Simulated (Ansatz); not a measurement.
SiC in the zinc blende structure, quasi-harmonic lattice dynamics with Ansatz (a program for electronic structure), PBE functional, plane-wave PAW. Another polymorph of this substance is known too; which is more stable was not tested here. Dynamical quadrupoles are not included in the interpolation of the phonons between the solved wave vectors.

| T (K) | α_L (10⁻⁶/K) | C_P (J/mol/K) | bulk modulus B_T (GPa) | γ |
|---|---|---|---|---|
| 50 | 0.0 | 0.5 | 209 | 0.34 |
| 100 | 0.2 | 4.6 | 208 | 0.39 |
| 150 | 0.7 | 10.8 | 208 | 0.51 |
| 250 | 2.0 | 23.0 | 208 | 0.70 |
| 300 | 2.7 | 27.9 | 207 | 0.76 |
| 450 | 4.0 | … | 205 | 0.84 |
| 550 | 4.5 | 41.1 | … | 0.87 |
| 850 | 5.3 | 46.3 | 200 | 0.90 |

Fill in the missing entries.


- 450, C_P (J/mol/K): 37.5
- 550, bulk modulus B_T (GPa): 204

No phase change or melting is allowed for: the numbers belong to this structure as given.
